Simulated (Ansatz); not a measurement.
BeS (model structure, started from the rocksalt type, Fm-3m, No. 225, 2 atoms in the cell) was calculated with LDA in Ansatz (PAW).

Numerical settings: plane-wave cutoff 520 eV, 14×14×14 k mesh, Fermi–Dirac smearing 0.01 eV, scalar-relativistic PAW data made under PBE.

Computed at the level's own relaxed cell.

```xyz
2
Lattice="0.0000 2.2778 2.2778 2.2778 0.0000 2.2778 2.2778 2.2778 0.0000" Properties=species:S:1:pos:R:3 pbc="T T T"
S      0.0000     0.0000     0.0000
Be     2.2778     2.2778     2.2778
```

### Question
List the 5 lowest band energies at Γ above −25 eV (eV, relative to the valence band maximum), grouping those that round alike.

### Answer
At Γ: -15.53, -0.35 (×3), 5.78.

Note: the relaxation could raise the start's symmetry but not lower it, so the cell can be a saddle point.

A model structure was made by putting elements into a prototype or built by hand; it is no filed structure, need not be a known phase, and can be a saddle point held by its symmetry.

Ansatz is an electronic-structure program.
